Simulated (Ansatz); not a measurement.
Where the default PAW files enter, the runs use the earlier of Ansatz's two default sets.

The decay constant κ of evanescent states in the gap governs leakage through a thin film.

Consider the following.

```
CaO
1.0
    3.39914     0.00000     0.00000
    0.00000     4.80711     0.00000
    1.69957     2.40355     1.69957
Ca O
1 1
Direct
  0.00000   0.00000   0.00000
  0.00000   0.50000   0.00000
```

Space group of this cell: Fm-3m, rock salt. The cell is taken as given; by r2SCAN its mean pressure is -0.8 GPa.

Transport runs along the normal of the first two printed cell vectors, the (110) plane of the conventional cell.

The gap is the functional's own. No spin-orbit coupling. Mid-gap values are interpolated on the energy grid.

Problem. Give the band gap and the smallest decay constant κ at mid-gap that Ansatz (an electronic-structure program) with r2SCAN yields.

Solution. Gap 4.20 eV on a 18×18×18 mesh; κ = 0.364 1/Å, at the zone centre.
